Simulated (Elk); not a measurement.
Worked example: self-consistent single point of Lu2C (R-3m, 3 atoms in the cell) in Elk.

Computed with LDA (PW92), all-electron FP-LAPW, Elk's shipped species files, APW+lo basis with extra local orbitals in Elk 10.2.4.

```xyz
3
Lattice="1.7473 1.0088 5.8377 -1.7473 1.0088 5.8377 0.0000 -2.0176 5.8377" Properties=species:S:1:pos:R:3 pbc="T T T"
Lu     0.0000     0.0000     4.2176
Lu     0.0000     0.0000    13.2954
C      0.0000     0.0000     8.7565
```

Reference input (self-consistent single point, DFT, PBEsol, all-electron FP-LAPW, Elk's shipped species files, APW+lo basis with extra local orbitals): xctype = 22; rgkmax = 7.5; stype = 0; swidth = 0.00367493 Ha; ngridk = 9 9 9; tforce = true; gmaxvr = 18 1/bohr; lmaxapw = 10; lmaxo = 8; nxlo = 2; lorbcnd = true; lradstp = 2. This run's input differs from it in these lines:

```diff
@@ -4,3 +4,3 @@
 xctype
-  22
+  3
```

Log, with long lists cut:

```
│ Self-consistent loop started │
│ Loop number : 1 │
 total energy                :     -29172.1845723
│ Loop number : 2 │
 total energy                :     -29173.1236258
RMS change in Kohn-Sham potential (target) :   0.2601003730     (  0.1000000000E-05)
Absolute change in total energy (target)   :   0.9390535119     (  0.1000000000E-03)
│ Loop number : 3 │
 total energy                :     -29176.7407890
RMS change in Kohn-Sham potential (target) :   0.1879526287     (  0.1000000000E-05)
Absolute change in total energy (target)   :    3.851926650     (  0.1000000000E-03)
│ Loop number : 4 │
   [... lines left out ...]
Absolute change in total energy (target)   :   0.6800234405E-03 (  0.1000000000E-03)
│ Loop number : 16 │
 total energy                :     -29182.4922590
RMS change in Kohn-Sham potential (target) :   0.1090513852E-06 (  0.1000000000E-05)
Absolute change in total energy (target)   :   0.1367431214E-03 (  0.1000000000E-03)
│ Loop number : 17 │
 total energy                :     -29182.4922310
RMS change in Kohn-Sham potential (target) :   0.2028352092E-07 (  0.1000000000E-05)
Absolute change in total energy (target)   :   0.6212740118E-05 (  0.1000000000E-03)
Convergence targets achieved

│ Loop number : 18 │

Energies :
 Fermi                       :     0.267951640031
 total energy                :     -29182.4922305

Density of states at Fermi energy :    80.94788035
 (states/Hartree/unit cell)

Estimated indirect band gap :   0.5675396506E-03
 from k-point     55 to k-point     49
Estimated direct band gap   :   0.4120819336E-02
 at k-point     38

Charges :
 core                        :    94.00000000
 valence                     :    54.00000000
 interstitial                :    5.344542485
 muffin-tins (core leakage)
  species :    1 (Lu)
   atom    1                 :    68.94060345     (  0.3442981551E-05)
   atom    2                 :    68.94060345     (  0.3442981551E-05)
  species :    2 (C)
   atom    1                 :    4.774250624     (  0.1410544959E-04)
   [... lines left out ...]
   total force               :    -0.00000000    0.00000000    0.00601322
   total magnitude           :     0.00601322
 species :    2 (C)
  atom :    1
   Hellmann-Feynman          :     0.00000000    0.00000000   -0.00000000
   IBS                       :     0.00000000   -0.00000000    0.00000000
   total force               :     0.00000000    0.00000000   -0.00000000
   total magnitude           :     0.00000000
```

The run converged in 18 iterations. The count includes the last loop, which Elk runs after its targets are met. 

The starting cell comes from a database of computed structures (which also holds hypothetical and non-ambient phases and stackings), without a prior relaxation at this level. Spin-orbit coupling is off. Values depend on the basis (sphere radii, cutoffs, local orbitals), which need not be converged. The log's line on a gap gives a spacing of levels on this mesh, which the program prints for metals too.

Cost on one core of a shared machine: roughly 3 min.
